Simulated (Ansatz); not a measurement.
# ZnS under a change: biaxial strain −4.52 %, plane normal [110], relaxed out of plane

The reference is ZnS in the zinc blende structure (space group F-43m, No. 216; a = 5.357 Å). Axes: x, y, z lie along the cube axes.

Perturbation: biaxial strain −4.52 %, plane normal [110], relaxed out of plane (Cartesian); in-plane vectors clamped, the third vector and the atoms free.

Calculations: PBEsol/PAW in Ansatz (an electronic-structure program), spin-orbit coupling left out, earlier PAW set. Settings: 11×11×11 k-points, 0.05 eV Fermi–Dirac smearing.

The space group goes from F-43m (No. 216) to Imm2 (No. 44) and the shortest interatomic distance falls by 0.049 Å, from 2.320 Å to 2.271 Å. The energy goes up by 36 meV/atom and the band gap falls by 0.09 eV, from 2.08 eV to 1.99 eV. The gap character stays direct at Γ and the valence-band top at Γ (three highest levels, from the VBM) goes from 0.00, 0.00, 0.00 eV to 0.00, -0.16, -0.48 eV. The valley order (the lowest conduction-band minima on the path, energy above the VBM, named in the base's zone) goes from Γ 2.08 eV; X along ⟨100⟩ 3.17 eV; L along ⟨111⟩ 3.23 eV to Γ 1.99 eV; X along [001] 2.22 eV; L along [1-11] 2.69 eV; X along [100] 2.91 eV and the out-of-plane strain amounts to +3.91 %. The ratio −ε⊥/ε∥ amounts to 0.87 and the mean in-plane stress (compression positive) amounts to +6.8 GPa.

Final structure (turned so that z lies along the plane normal):

```
CELL_PARAMETERS angstrom
      3.61670     0.00000     0.00000
      0.00000     5.11479     0.00000
      1.80835     2.55739     1.96801
ATOMIC_POSITIONS crystal
  S  0.50000 0.25931 0.00000
  Zn 0.00000 0.99069 0.00000
```

Stability against distortions was not tested. Labels are those of the standard path for the cell's own space group.
